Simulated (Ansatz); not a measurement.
```
GaAs
1.0
    0.00000     2.82971     2.82971
    2.71907     0.00000     2.82971
    2.71907     2.82971     0.00000
As Ga
1 1
Direct
  0.75000   0.75000   0.75000
  0.00000   0.00000   0.00000
```

A single point on GaAs with a change (uniaxial strain ε_xx = −3.91 %), its geometry relaxed with PBEsol.

Level of theory: plane-wave PAW DFT at the HSE06 level (Ansatz, a quantum-chemistry and plane-wave program, 420 eV), spin-orbit coupling included, earlier PAW set. Γ-centred 6×6×6 mesh, Fermi–Dirac width 0.01 eV.

What is the computed band gap?

1.50 eV.

Predict the valence-band top at Γ (three highest Kramers pairs, from the VBM).

0.00, -0.18, -0.50 eV.

Single points use the geometry relaxed with PBEsol. Whether these cells are dynamically stable was not tested. The cell was made from GaAs in the zinc blende structure (space group F-43m, No. 216) by this change: uniaxial strain ε_xx = −3.91 %.
